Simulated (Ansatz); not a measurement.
An Ansatz (a program for electronic structure) input (r2SCAN/PAW in Ansatz, scalar-relativistic without spin-orbit coupling, earlier PAW set):

Ansatz 0.2 input:
```yaml
crystal:
  lattice:
    - [3.174525622, 0, 0]
    - [-1.587262811, 2.7492198336, 0]
    - [0, 0, 5.184963069]
  atoms:
    - { symbol: Mg, position: [0.3333333333, 0.6666666667, 0.75] }
    - { symbol: Mg, position: [0.6666666667, 0.3333333333, 0.25] }
basis: { ecutwfc: 500, ecutrho_ratio: 4, xc_grid: 4, fft_grid_basis: typed }
kpoints: { mp_grid: { grid: [17, 17, 9] } }
hamiltonian:
  xc: r2scan
  dispersion: none
  pseudopotentials: { azcp: { folder: ./paw }, kind: paw }
scf: { occupations: { method: fermi_dirac, width: 0.05 }, convergence: { dr2_threshold: 0.0000000002 } }
output: { forces: true, stress: true }
```

**Question.** Which symmetry and how many k-points will the program report, and about how many plane waves at Γ?

**Answer.** Space group P63/mmc (ITA 194) with 24 operations, k-points 165 of 2601, and 1129 plane waves at Γ.

Whether these cells are dynamically stable was not tested. The cell is Mg in the hcp (Mg type) structure (space group P6_3/mmc, No. 194).
